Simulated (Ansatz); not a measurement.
Structures of equal composition on the (100) surface of germanium: 1 pair of surface atoms bonded, Sb on one of 2 atoms of the third shell, H on every dangling bond; 1 pair of surface atoms bonded, Sb on one of 2 atoms under the surface, H on every dangling bond. The slabs share one bottom face, and each structure is named by its start. These are constructed structures in small cells; real faces may alloy, dewet or reconstruct in larger ones, and not all known structures of the face are among them. Slabs of about 17 Å with all that they carry, Fermi-Dirac smearing of 0.025 eV. Bottom of the slabs: built like the top, H on every dangling bond, free. Relaxed from the named starts with such symmetry as they have, on meshes of like density; energies extrapolated to zero smearing; no spin-orbit coupling, no U. Spin-polarised runs, if any, are marked in brackets, and their order is one that fits the cell; the others ran without spin. Where a second, spin-polarised start was run, the lower counts.

All values below come from PBE (plane waves to 420 eV, PAW; Ansatz, a quantum-chemistry and plane-wave program).

Problem. Rank these by energy per 1x1 cell (lowest first), as PBE gives it.

Solution. 1 pair of surface atoms bonded, Sb on one of 2 atoms under the surface, H on every dangling bond (0.000 eV (like top atoms buckled by 0.6 Å) [spin start, no net moment], no gap over 0.04 eV on the mesh), 1 pair of surface atoms bonded, Sb on one of 2 atoms of the third shell, H on every dangling bond (0.055 eV [spin start, no net moment], no gap over 0.04 eV on the mesh)
